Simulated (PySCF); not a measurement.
PySCF 2.14.0, TPSSH/def2-tzvp, df: Mo(F)(H)5 ([F][MoH5]), 7 atoms. The geometry is a generated start, not checked to be a minimum at this level.

| Item | Value |
|---|---|
| task | energy |
| method | tpssh |
| basis | def2-tzvp |
| two-electron scheme | density fitting |
| mol.max_memory | 3000 MB |
| mf.max_cycle | 100 |
| mf.conv_tol | 1e-09 (default) |
| mf.grids.level | 3 (default) |
| effective core potentials | those of the basis set, past Kr |
| basis functions | 101 |
| grid points | 85744 |

```xyz
7

Mo    -0.0143     0.1099    -0.0214
F     -0.2659     1.7637    -0.3761
H      1.0908     0.3245     1.2185
H      0.2279    -1.5353     0.3236
H     -1.0640    -0.4939    -1.1768
H     -1.2309    -0.0380     1.1163
H      1.2565    -0.1309    -1.0841
```

Charge 0 and multiplicity 1 are set for this test and not shown to be the ground state.

With the defaults (mf.DIIS = CDIIS, mf.level_shift = 0, mf.diis = true, mf.diis_space = 8, mf.damp = 0, mf.diis_start_cycle = 1, mf.init_guess = minao) it converges in 13 Fock builds. One run each on 2 threads, 1 BLAS thread, with these changes:
- mf.level_shift = 1 Hartree
- mf.init_guess = 1e
- mf.DIIS = ADIIS
- mf.damp = 0.3, mf.diis_start_cycle = 4
- mf.diis = false
- mf.damp = 0.7, mf.diis_start_cycle = 8
- mf.diis = false, mf.damp = 0.7, mf.diis_start_cycle = 999
- mf.diis_space = 5
- mf.DIIS = EDIIS

Question: Which of these changes keep the SCF from converging, or lead it to another solution?

Answer: No convergence: mf.DIIS = EDIIS; mf.level_shift = 1 Hartree; mf.diis = false (the run ends without SCF convergence in 100 cycles). The rest reach the solution of the defaults.

```
setting                                                    Fock builds             end
---------------------------------------------------------  -----------  --------------
the defaults                                                        13   same solution
mf.diis_space = 5                                                   15   same solution
mf.damp = 0.7, mf.diis_start_cycle = 8                              16   same solution
mf.damp = 0.3, mf.diis_start_cycle = 4                              20   same solution
mf.init_guess = 1e                                                  20   same solution
mf.diis = false, mf.damp = 0.7, mf.diis_start_cycle = 999           29   same solution
mf.DIIS = ADIIS                                                     31   same solution
mf.DIIS = EDIIS                                                    101  no convergence
mf.level_shift = 1 Hartree                                         101  no convergence
mf.diis = false                                                    101  no convergence
```
